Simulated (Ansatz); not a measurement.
The starting structures come from a database of crystals and need not be the phases stable at ambient conditions.

Inside the gap of an insulator the Bloch states are evanescent, with a wavenumber k + iκ along the transport direction.

Given:

```
BeS
1.0
    3.51270     0.00000     0.00000
   -1.75635     3.04209     0.00000
    1.75635    -1.01403     2.86811
Be S
1 1
Direct
  0.00000   0.00000   0.00000
  0.75000   0.25000   0.75000
```

The cell is strained (all lengths scaled by 1.02); by r2SCAN it stands under a pressure of -5.3 GPa.

Transport runs along the normal of the first two printed cell vectors, the (111) plane of the conventional cell.

No gap correction and no spin-orbit coupling; mid-gap is the computed energy nearest the middle.

Problem. State the band gap and the smallest decay constant κ at mid-gap according to r2SCAN in Ansatz (a quantum-chemistry and plane-wave program).

Solution. Gap 3.71 eV on a 10×10×10 mesh; κ = 0.260 1/Å, at the zone centre.
